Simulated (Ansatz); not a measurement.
Partial pair distribution functions of a relaxed model of amorphous In₂₄O₃₉Lu₂, broadened by 0.06 Å; density 6.53 g/cm³. Calculation: PBE, scalar-relativistic without spin-orbit coupling (plane waves to 420 eV, PAW; Ansatz, a first-principles code).

The cell was made by melting and quenching with the CHGNet potential and then relaxed with DFT. O atoms were pushed apart under 1.9 Å during the dynamics, to hinder bonds among them. The hot cell started wider than the set density and was brought back towards it in steps. It is the lowest in DFT energy of 2 quenches. It is a model cell: composition and starting density were chosen by hand, and all elements were melted together. No dispersion term was used. Its density started from a set value of 6.73 and ended at 6.53 g/cm³. The simulated quench (nominally 280 K/ps over its main leg) is rapid and tends to freeze in more defects than a deposited or slowly cooled glass has. A cell of this size samples the disorder only roughly. Volume and shape were free in the relaxation.

| r (Å) | g In-O | g O-Lu | g In-In | g O-O |
|---|---|---|---|---|
| 1.85 | 0.01 | 0.00 | 0.00 | 0.00 |
| 1.95 | 0.57 | 0.00 | 0.00 | 0.00 |
| 2.05 | 5.14 | 0.56 | 0.00 | 0.00 |
| 2.15 | 8.37 | 5.89 | 0.00 | 0.00 |
| 2.25 | 4.30 | 8.30 | 0.00 | 0.00 |
| 2.35 | 1.79 | 5.58 | 0.00 | 0.00 |
| 2.45 | 0.55 | 2.15 | 0.00 | 0.06 |
| 2.55 | 0.13 | 0.11 | 0.00 | 0.11 |
| 2.65 | 0.06 | 0.00 | 0.00 | 0.43 |
| 2.75 | 0.13 | 0.00 | 0.00 | 1.33 |
| 2.85 | 0.08 | 0.00 | 0.00 | 2.18 |
| 2.95 | 0.15 | 0.00 | 0.01 | 2.71 |
| 3.05 | 0.20 | 0.00 | 0.33 | 2.31 |
| 3.15 | 0.20 | 0.00 | 1.25 | 2.08 |
| 3.25 | 0.25 | 0.00 | 2.22 | 1.92 |
| 3.35 | 0.44 | 0.01 | 2.92 | 1.89 |
| 3.45 | 0.58 | 0.34 | 2.79 | 1.67 |
| 3.55 | 0.66 | 1.04 | 2.28 | 1.29 |
| 3.65 | 0.95 | 0.72 | 2.77 | 0.98 |
| 3.75 | 0.92 | 0.18 | 2.18 | 1.01 |
| 3.85 | 0.91 | 0.78 | 1.83 | 0.77 |
| 3.95 | 0.90 | 1.58 | 1.87 | 0.87 |
| 4.05 | 0.98 | 0.63 | 1.10 | 0.77 |
| 4.15 | 1.22 | 0.14 | 0.66 | 0.68 |
| 4.25 | 1.16 | 1.11 | 0.52 | 0.69 |
| 4.35 | 1.23 | 1.50 | 0.59 | 0.77 |
| 4.45 | 1.21 | 1.17 | 0.34 | 0.70 |
| 4.55 | 1.21 | 0.66 | 0.39 | 0.76 |
| 4.65 | 1.47 | 0.71 | 0.51 | 0.50 |
| 4.75 | 1.74 | 1.75 | 0.58 | 0.41 |

Within 2.58 Å each In has 5.08 O neighbours on average.
